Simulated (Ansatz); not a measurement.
The parent structure is WS2 in the 2H-MoS2 type structure (space group P6_3/mmc, No. 194; a = 3.1148 Å, c = 11.7731 Å; layered, stacked along the Cartesian z axis). Axes: x lies along a and z along c of the hexagonal cell.

Method: PBEsol-D3(BJ) (Ansatz, an electronic-structure program), no spin-orbit coupling.

Strains are applied to the cell and any free atomic positions relax; under biaxial strain the out-of-plane vector relaxes too.

One change was made to it. Results:

```json
[
 {"quantity": "valence-band top at Γ (three highest levels, from the VBM)", "base": "0.00, -1.26, -1.60 eV", "after": "0.00, -1.28, -1.53 eV"},
 {"quantity": "band gap", "base": "0.65 eV", "after": "0.69 eV"},
 {"quantity": "smallest direct gap", "base": "1.92 eV", "after": "1.87 eV"}
]
```

### Question
Which change produced these results?
(A) isotropic strain +0.44 %
(B) uniaxial strain ε_yy = +4.71 %
(C) biaxial strain +0.70 %, plane normal [001], relaxed out of plane

### Answer
A, isotropic strain +0.44 %. For comparison, the valence-band top at Γ in the other runs: uniaxial strain ε_yy = +4.71 % gives 0.00, -1.20, -1.33 eV; biaxial strain +0.70 %, plane normal [001], relaxed out of plane gives 0.00, -1.24, -1.53 eV.

Spin-orbit coupling, missing from the scalar runs, can matter with W. Whether these cells are dynamically stable was not tested.
